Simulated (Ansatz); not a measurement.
For ScAg2 (I4/mmm, No. 139; structure not from a measured cell), PBEsol in Ansatz (PAW) gives:

| Quantity | Result |
|---|---|
| equilibrium lattice constant a | 3.503 Å |
| lattice parameter c | 8.808 Å |
| cohesive energy | 3.91 eV/atom |

**Question.** What does r²SCAN+rVV10 (PAW; Ansatz, a quantum-chemistry and plane-wave program) give for the same quantities?

**Answer.** 
- lattice constant a: 3.514 Å (goes up by 0.3 %)
- lattice parameter c: 8.881 Å (increases by 0.8 %)
- cohesive energy: 3.81 eV/atom (decreases by 0.10 eV/atom)

Changes are worked out from the printed values.

Unless a cell is named, each level is at its own relaxed cell (PBEsol 18.01, r²SCAN+rVV10 18.28 Å³/atom).

The crystal itself was run without spin with r²SCAN+rVV10; a magnetic state was not tried in these runs.

Caveats: the relaxation could not lower the start's symmetry, so the cell can be a saddle point above a distorted one (PBEsol, r²SCAN+rVV10). Ansatz's density-functional and Hartree–Fock values are scalar-relativistic unless marked +SOC, with PAW data made under PBE.
